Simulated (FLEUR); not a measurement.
FLEUR run on Hf3Pt (P6_3/mmc, 8 atoms in the cell): self-consistent single point.

Method: PBEsol, all-electron FLAPW (FLEUR), scalar-relativistic valence in FLEUR.

The change in words: lattice scaled by 0.98. Reference geometry:
```
Hf3Pt
1.0
    5.98855     0.00000     0.00000
   -2.99428     5.18624     0.00000
    0.00000     0.00000     5.13953
Hf Pt
6 2
Direct
  0.34345   0.17172   0.75000
  0.65655   0.82827   0.25000
  0.17172   0.34345   0.25000
  0.82827   0.65655   0.75000
  0.82827   0.17172   0.75000
  0.17172   0.82827   0.25000
  0.66667   0.33333   0.25000
  0.33333   0.66667   0.75000
```

Reference input (self-consistent single point, DFT, PBEsol, all-electron FLAPW (FLEUR), scalar-relativistic valence): Kmax = 3.9 1/bohr; GmaxXC = 11.7 1/bohr; xcFunctional = PBEs; jspins = 1; l_soc = F; mode = gauss; fermiSmearingEnergy = 0.00367493 Htr; mesh (inpgen div1-3) = 4 4 4; inpgen gamma flag = true; Gmax = 11.7 1/bohr; numbands = 0; maxIterBroyd = 15. This run's input differs from it in these lines:

```diff
@@ -3,5 +3,5 @@
 &input film=f /
-11.3167189125 0.0000001093 0.0000000000
--5.6583595509 9.8005660110 0.0000000000
-0.0000000000 0.0000000000 9.7123041093
+11.0903842287 0.0000006505 0.0000000000
+-5.5451926777 9.6045541546 0.0000000000
+0.0000000000 0.0000000000 9.5180572712
 1.0
@@ -50,5 +50,5 @@
          <bravaisMatrix>
-            <row-1>   11.3167189125000007     0.0000001093000000     0.0000000000000000</row-1>
-            <row-2>   -5.6583595509000002     9.8005660110000008     0.0000000000000000</row-2>
-            <row-3>    0.0000000000000000     0.0000000000000000     9.7123041092999998</row-3>
+            <row-1>   11.0903842286999996     0.0000006505000000     0.0000000000000000</row-1>
+            <row-2>   -5.5451926777000002     9.6045541546000006     0.0000000000000000</row-2>
+            <row-3>    0.0000000000000000     0.0000000000000000     9.5180572712000000</row-3>
          </bravaisMatrix>
```

Output (repeated stretches shortened):

```
 Iteration:     1   Distance:      18.72480408 me/bohr^3
 Iteration:     2   Distance:      15.02395296 me/bohr^3
 Iteration:     3   Distance:       8.36359210 me/bohr^3
 Iteration:     4   Distance:       6.08792069 me/bohr^3
 Iteration:     5   Distance:       4.74284442 me/bohr^3
   [... 13 lines left out ...]
 Iteration:    19   Distance:       0.00006782 me/bohr^3
 Iteration:    20   Distance:       0.00003227 me/bohr^3
 Iteration:    21   Distance:       0.00001669 me/bohr^3
 Iteration:    22   Distance:       0.00000706 me/bohr^3
 Reset of history
 Run finished successfully
 Stop message:
   Structural relaxation: new displacements generated

[file out, last iteration]
             iter=     23
[...]
          total density-effective poten   -2.2147100926E+05
          total charge density-energy d   -2.5364962126E+03
 Updated energy parameters for spin:           1
[...]
 fermi energy and band-weighting factors:
   [... 15 lines left out ...]

[...]
FERMIE:
          first approx. to ef    (T=0)  :   0.459848 htr   (energy of the highest occ. eigenvalue)
          number of occ. states  (T=0)  :       1120
          first approx. to seigv (T=0)  : -43.680214 htr
          sum of weights of occ. states :  94.015625
          sum of semicore charge        :   0.000000 e
          fermi energy=   0.46175 har   work function= -12.56487 ev
   [... lines left out ...]
          total moment                 =     0.00000
 Direct bandgap for spin            1 :    5.9861165946057948E-003  Htr
 ---->    free energy=                   -127442.9919372817 htr
   [... lines left out ...]
      extrapolation for T->0
 ---->    total electron energy=         -127442.9919372817 htr
 ***** TOTAL FORCES ON ATOMS *****
 TOTAL FORCE FOR ATOM TYPE=  1  X=  2.857   Y=  1.649   Z= -2.380
                       FX_TOT=-0.001517 FY_TOT=-0.000876 FZ_TOT= 0.000000
 TOTAL FORCE FOR ATOM TYPE=  2  X= -5.545   Y=  3.202   Z=  2.380
                       FX_TOT= 0.000000 FY_TOT= 0.000000 FZ_TOT= 0.000000
```

The run converged in 22 iterations. FLEUR gives forces in its relaxation mode, with a further iteration, so its stop message speaks of a relaxation. Against the reference run the total energy drops by 6.5 meV/atom.

The starting cell comes from a database of computed structures (which also holds hypothetical and non-ambient phases and stackings), without a prior relaxation at this level. For this run, on top of that: lattice scaled by 0.98. Spin-orbit coupling is off. Spin polarisation is off. Values depend on the basis (sphere radii, cutoffs, local orbitals), which need not be converged. The log's line on a gap gives a spacing of levels on this mesh, which the program prints for metals too.

Cost on one core of a shared machine: roughly 7 min.
